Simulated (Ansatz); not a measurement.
L1₀ (CuAu-type) TiAl, treated with PBE-D3(BJ) (PAW; Ansatz, a first-principles code).

Numerical settings: plane-wave cutoff 520 eV, 20×20×14 k mesh (along the axes of the cell as run), Fermi–Dirac smearing 0.05 eV, no spin polarisation, scalar-relativistic PAW data made under PBE.

Computed points:

```csv
V (Å³/atom),E − E_lowest (meV/atom),P (GPa)
14.917,10.22,5.44
15.227,2.47,2.59
15.538,0.00,0.00
15.849,2.31,-2.35
16.160,8.96,-4.47
```

Task: What bulk modulus B0 and pressure derivative B′ does a third-order Birch–Murnaghan fit give?

Result: V0 = 15.538 Å³/atom, B0 = 123 GPa, B′ = 3.9 (fit to the energies at full precision).

Shape and atoms are relaxed at each volume.

Note: the bulk modulus comes from volumes at which shape and atoms were relaxed.

Static lattice: no zero-point or thermal effects.

The result took about 4 core-minutes (a rough figure).
